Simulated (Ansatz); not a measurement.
# Effect of biaxial strain +1.50 %, plane normal [001], relaxed out of plane on K

Take K in the bcc (W type) structure (space group Im-3m, No. 229; a = 5.215 Å; relaxed with 0.1 eV smearing) as the base. Axes: x, y, z lie along the cube axes.

The change: tensile biaxial strain of 1.50 % in the plane normal to [001], as in epitaxy on a mismatched substrate; the out-of-plane cell vector and the atoms relax.

Computed with Ansatz (a quantum-chemistry and plane-wave program), PBEsol, PAW, cutoff 420 eV, without spin-orbit coupling. Γ-centred 18×18×18 mesh, Fermi–Dirac width 0.1 eV.

| quantity | base | changed | shift |
|---|---|---|---|
| energy relative to the base (free energy F) | 0 meV/atom | +0.2 meV/atom | +0.2 meV/atom |
| pressure (mean of the normal stresses, compression positive) | 0.0 GPa | 0.0 GPa | 0.0 GPa |
| band gap | zero | zero | – |
| out-of-plane strain | – | -2.09 % | – |
| ratio −ε⊥/ε∥ | – | 1.39 | – |
| mean in-plane stress (compression positive) | – | 0.0 GPa | – |

Stability against distortions was not tested.
